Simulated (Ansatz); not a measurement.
Hexagonal WC: PBE at its full settings (plane-wave cutoff 520 eV, 24×24×20 k mesh (along the axes of the cell as run), Fermi–Dirac smearing 0.05 eV, no spin polarisation, scalar-relativistic PAW data made under PBE) and at cheaper ones, in a cell of 2 atoms with Γ-centred meshes.

| level and setting | lattice constant a (Å) | lattice parameter c (Å) | bulk modulus B0 (GPa) |
|---|---|---|---|
| PBE (Ansatz) | 2.922 | 2.846 | 383 |
| PBE (250 eV cutoff) (Ansatz) | 2.921 | 2.847 | 376 |
| PBE (300 eV cutoff) (Ansatz) | 2.923 | 2.849 | 377 |
| PBE (Γ point alone) (Ansatz) | 3.009 | 2.719 | 386 |
| PBE (2×2×2 k mesh) (Ansatz) | 2.999 | 2.754 | 368 |
| PBE (4×4×4 k mesh) (Ansatz) | 2.932 | 2.834 | 383 |
| PBE (6×6×6 k mesh) (Ansatz) | 2.925 | 2.841 | 382 |
| PBE (Fermi-Dirac smearing of 0.3 eV) (Ansatz) | 2.925 | 2.844 | 379 |

Largest shifts from the full settings: lattice constant a +2.98 % (PBE (Γ point alone)), against a difference of +0.55 % of the full result from the reference 2.906 Å (measured, 300 K, not corrected to a static lattice; as tabulated in Wikipedia's data pages); lattice parameter c -4.46 % (PBE (Γ point alone)), against a difference of +0.32 % of the full result from the reference 2.837 Å (measured, 300 K, not corrected to a static lattice; as tabulated in Wikipedia's data pages); bulk modulus -3.9 % (PBE (2×2×2 k mesh)), against a difference of -0.3 % of the full result from the reference 384 ± 0.8 GPa (measured, room temperature, no zero-point or thermal correction, adiabatic, ultrasonic, sources range from 377 to 412; as tabulated in Compression behavior of WC and WC-6%Co up to 50 GPa (OSTI 1006718)).

Ansatz's density-functional and Hartree–Fock values are scalar-relativistic unless marked +SOC, with PAW data made under PBE.

Run with cheap settings on purpose, which may leave them unconverged: PBE (250 eV cutoff), PBE (2×2×2 k mesh), PBE (300 eV cutoff), PBE (4×4×4 k mesh), PBE (6×6×6 k mesh), PBE (Fermi-Dirac smearing of 0.3 eV), PBE (Γ point alone).

Ansatz is an electronic-structure program.
